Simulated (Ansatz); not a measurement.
Base system: Ba4As2O (space group I4/mmm, No. 139; a = 5.100 Å, c = 17.085 Å; a cell from a computed database, its experimental status unchecked).

Levels (all Ansatz, a program for electronic structure, PAW): PBEsol (420 eV, no SOC); r2SCAN (500 eV, spin-orbit coupling left out).

The geometry is relaxed with PBEsol.

```
Quantity                   Result
--------------------  -----------
PBEsol pressure         -0.01 GPa
PBEsol band gap           0.56 eV
PBEsol gap character  direct at M
```

With r2SCAN at the same geometry, the pressure rises by 1.803 GPa to 1.80 GPa; the band gap grows by 0.363 eV to 0.93 eV; the gap character remains direct at M.

Single points use the geometry relaxed with PBEsol. Their cutoffs differ, which shifts pressures a little. Stability against distortions was not tested.
